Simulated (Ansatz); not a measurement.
Take AlAs in the zinc blende structure (space group F-43m, No. 216; a = 5.7284 Å) as the base.

Calculations: Ansatz (a quantum-chemistry and plane-wave program), PBE, PAW, cutoff 420 eV, without spin-orbit coupling.

One change was made to it. Results:

```json
[
 {"quantity": "band gap", "base": "1.50 eV", "after": "1.41 eV"},
 {"quantity": "hole mass (degenerate bands, along [100])", "base": "0.11, 0.49, 0.49 mₑ (at Γ)", "after": "0.13, 0.48, 0.48 mₑ (at Γ)"},
 {"quantity": "electron mass", "base": "0.90 mₑ along k, 0.24 mₑ across (at X)", "after": "0.83 mₑ along k, 0.24 mₑ across (at X)"}
]
```

**Question.** Which of these changes matches the shifts?
A) pressure 4.2 GPa
B) pressure 30 GPa
C) pressure −2 GPa
D) pressure 45 GPa

**Answer.** A, pressure 4.2 GPa. For comparison, the band gap in the other runs: pressure 45 GPa gives 0.77 eV; pressure −2 GPa gives 1.53 eV; pressure 30 GPa gives 0.97 eV.

Load acts through the strain it causes; cell and atoms are relaxed under it. Masses are band curvatures over ±0.01 Å⁻¹ around the edge. Along k means along the line from Γ to the band edge. No phonon test of stability was made. Measured, AlAs leaves this structure (for the NiAs type) near 12 GPa (temperature not stated; as listed in Datta, Sujoy, Jana, Debnarayan, arXiv (2020)), on rising pressure, with hysteresis.
